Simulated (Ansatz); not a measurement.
**Competing hops of Hf-vacancy pair in bcc Mo, neutral cell**

Defect migration in bcc Mo: Hf-vacancy pair (Hf on one host Mo site, one Mo site vacant), neutral cell. Calculation: PBE, PAW (plane waves to 420 eV; Ansatz, an electronic-structure program).

36-site cell at the relaxed PBE lattice, a 2×2×3 k-point mesh shifted by half a step, smearing 0.10 eV, spin-restricted, no finite-size correction. Energies are static. Spin-orbit coupling is left out. Forms of the defect that were not tried may lie lower.

Barriers: single points on a 3×3×5 k-point mesh shifted by half a step at the bands' geometries (they differ from the bands' own by up to 0.18 eV, and are uncertain by about as much).

| Route | Start site over the lowest site run (eV) | Hop (Å) | Forward barrier (eV) | Backward barrier (eV) | Neighbours at the start | Neighbours at the saddle | Saddle order | Forward, on the band's own sampling (eV) |
|---|---|---|---|---|---|---|---|---|
| direct exchange of Hf with the vacancy (Hf-vacancy distance between ideal sites 2.74 Å throughout) | 0.00 | 2.38 | 0.70 | 0.70 | 2 Mo at 2.76, Mo at 2.78, 3 Mo at 2.83, Mo at 2.93, 3 Mo at 3.09, Mo at 3.23, 2 Mo at 3.24 Å | 4 Mo at 2.76, 2 Mo at 2.80, 2 Mo at 3.39, 3 Mo at 3.40, Mo at 3.41 Å | not checked, on a symmetry element | 0.88 |

Paths come from nudged elastic bands with a climbing image.  A band can be held on a symmetry element, so unchecked saddle points there may be too high.
